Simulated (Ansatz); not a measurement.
The parent structure is HfO$_{2}$ in the fluorite structure (space group Fm-3m, No. 225; a = 5.058 Å). Axes: x, y, z lie along the cube axes.

Method: Ansatz (a quantum-chemistry and plane-wave program), r2SCAN, PAW, cutoff 500 eV, no spin-orbit coupling.

One thing is altered: a free-standing slab of 4 layers (12 atoms, 3 a layer) is cut normal to [111], with 15 Å of vacuum and the in-plane cell held at bulk.

Question: How does this affect the gap character and change of the spacing d12 from its bulk value of 0.730 Å?

Answer: The gap character is direct at M; the change of the spacing d12 from its bulk value of 0.730 Å amounts to +7.4 %.

With Hf present, leaving out spin-orbit coupling can change the band edges. Stability against distortions was not tested. This is not the structure that HfO2 has at room temperature and ambient pressure. Labels are those of the standard path for the cell's own space group.
